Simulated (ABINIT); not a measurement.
ABINIT run on TiCrB₄ (P6/mmm, 6 atoms in the cell): self-consistent single point.

Method of the run: LDA (PW92), norm-conserving pseudopotentials (PseudoDojo nc-sr-04 LDA standard) (plane waves; ABINIT 10.0.3).

The change in words: lattice scaled by 0.98. Reference geometry:
```
CELL_PARAMETERS angstrom
      3.01633     0.00000     0.00000
     -1.50816     2.61222     0.00000
      0.00000     0.00000     6.13163
ATOMIC_POSITIONS crystal
  Ti 0.00000 0.00000 0.50000
  Cr 0.00000 0.00000 0.00000
  B  0.33333 0.66667 0.75959
  B  0.66667 0.33333 0.24041
  B  0.66667 0.33333 0.75959
  B  0.33333 0.66667 0.24041
```

Reference input (self-consistent single point, DFT, LDA (PW92), plane waves, norm-conserving pseudopotentials (PseudoDojo nc-sr-04 LDA standard)): pseudos = [Ti.upf, Cr.upf, B.upf]; ecut = 1279 eV; occopt = 7; tsmear = 0.00499791 Ha; ngkpt = 10 10 5; nshiftk = 1; shiftk = 0 0 0; potentials = PseudoDojo nc-sr-04 LDA standard; nband = 25; kptopt = 1; nstep = 80; toldfe = 1e-09 Ha. This run's input differs from it in these lines:

```diff
@@ -3,6 +3,6 @@
 pseudos "Ti.upf, Cr.upf, B.upf"
-acell 3.0163297655 3.0163297655 6.1316300000 Angstrom
+acell 2.9560031780 2.9560031780 6.0089970000 Angstrom
 rprim
-         1.0000000000    0.0000000180    0.0000000000
-        -0.5000000156    0.8660253948    0.0000000000
+         1.0000000000    0.0000000706    0.0000000000
+        -0.5000000611    0.8660253685    0.0000000000
          0.0000000000    0.0000000000    1.0000000000
@@ -13,8 +13,8 @@
 xcart
-         0.0000000000    0.0000000000    5.7935506988
+         0.0000000000    0.0000000000    5.6776793068
          0.0000000000    0.0000000000    0.0000000000
-        -0.0000000594    3.2909179877    8.8014463506
-         2.8500185495    1.6454590453    2.7856550470
-         2.8500185495    1.6454590453    8.8014463506
-        -0.0000000594    3.2909179877    2.7856550470
+        -0.0000002277    3.2250996366    8.6254168494
+         2.7930181011    1.6125500155    2.7299417643
+         2.7930181011    1.6125500155    8.6254168494
+        -0.0000002277    3.2250996366    2.7299417643
 ecut 1279 eV
```

The program printed (abridged):

```
--- !BeginCycle
solver: {iscf: 7, nstep: 80, nline: 4, wfoptalg: 0, }
tolerances: {toldfe: 1.00E-09, }
...

     iter   Etot(hartree)      deltaE(h)  residm     vres2
 ETOT  1  -157.18451106507    -1.572E+02 1.435E-01 3.727E+04
 ETOT  2  -140.11322506154     1.707E+01 3.749E-01 2.911E+05
 ETOT  3  -159.94704871733    -1.983E+01 1.972E-01 2.342E+03
 ETOT  4  -160.17254305294    -2.255E-01 8.236E-02 2.353E+03
 ETOT  5  -160.23997967997    -6.744E-02 3.769E-02 8.455E+02
   [... 12 lines left out ...]
 ETOT 18  -160.28376771108    -6.379E-09 6.715E-04 2.262E-05
 ETOT 19  -160.28376771404    -2.960E-09 8.130E-04 5.162E-06
 ETOT 20  -160.28376771489    -8.562E-10 7.709E-04 3.352E-06
 ETOT 21  -160.28376771500    -1.119E-10 8.875E-04 1.023E-05
 At SCF step   21, etot is converged :
  for the second time, diff in etot=  1.119E-10 < toldfe=  1.000E-09

 Cartesian components of stress tensor (hartree/bohr^3)
  sigma(1 1)= -1.58562701E-04  sigma(3 2)=  0.00000000E+00
  sigma(2 2)= -1.58562702E-04  sigma(3 1)=  0.00000000E+00
  sigma(3 3)= -1.36589841E-05  sigma(2 1)= -8.59583871E-13

 ----iterations are completed or convergence reached----

 reduced coordinates (array xred) for    6 atoms
       0.000000000000      0.000000000000      0.499999997810
       0.000000000000      0.000000000000     -0.000000002190
       0.333333333333      0.666666666667      0.759589996677
       0.666666666667      0.333333333333      0.240409998943
       0.666666666667      0.333333333333      0.759589996677
       0.333333333333      0.666666666667      0.240409998943
   [... lines left out ...]
 Fermi (or HOMO) energy (hartree) =   0.48291   Average Vxc (hartree)=  -0.50301
   [... lines left out ...]
total_energy        : -1.60283767715004E+02
total_energy_eV     : -4.36154312982005E+03
band_energy         : -1.25370858694081E+01
...

-Cartesian components of stress tensor (GPa)         [Pressure=  3.2440E+00 GPa]
- sigma(1 1)= -4.66507494E+00  sigma(3 2)=  0.00000000E+00
- sigma(2 2)= -4.66507496E+00  sigma(3 1)=  0.00000000E+00
- sigma(3 3)= -4.01861118E-01  sigma(2 1)= -2.52898264E-08

 Calculation completed.
```

The run converged in 21 iterations. Against the reference run the free energy falls by 16.8 meV/atom, the pressure goes from -13.77 to 3.24 GPa and the largest force goes from 0.008 to 0.001 eV/Å.

The starting cell comes from a database of computed structures (which also holds hypothetical and non-ambient phases and stackings), without a prior relaxation at this level. For this run, on top of that: lattice scaled by 0.98. Spin polarisation is off. With a pressure of about 3 GPa the cell is away from its equilibrium volume at this level.

Cost on one core of a shared machine: roughly 5 min.
